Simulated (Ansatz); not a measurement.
CdTe (model structure, Pm-3m, No. 221, 2 atoms in the cell), treated with r²SCAN (Ansatz, a quantum-chemistry and plane-wave program, PAW).

Settings: plane-wave cutoff 560 eV, 16×16×16 k mesh, Fermi–Dirac smearing 0.05 eV, scalar-relativistic PAW data made under PBE.

Cell (relaxed at this level):

```
CdTe
1.0
    3.76859     0.00000     0.00000
    0.00000     3.76859     0.00000
    0.00000     0.00000     3.76859
Cd Te
1 1
Direct
  0.00000   0.00000   0.00000
  0.50000   0.50000   0.50000
```

Problem. Give the computed bulk modulus.

Solution. 
- bulk modulus: 49.8 GPa

The run finds no gap.

Note: the bulk modulus is −V dP/dV from two relaxed cells at ±2 % in volume; the relaxation could raise the start's symmetry but not lower it, so the cell can be a saddle point.

Spin–orbit coupling is not included; it can open a gap where bands touch, and shift volumes and moduli.

The computed numbers hold no vibrational or temperature effects.

It cost about 50 core-seconds (a rough figure) of CPU time.

A model structure was made by putting elements into a prototype or built by hand; it is no filed structure, need not be a known phase, and can be a saddle point held by its symmetry.
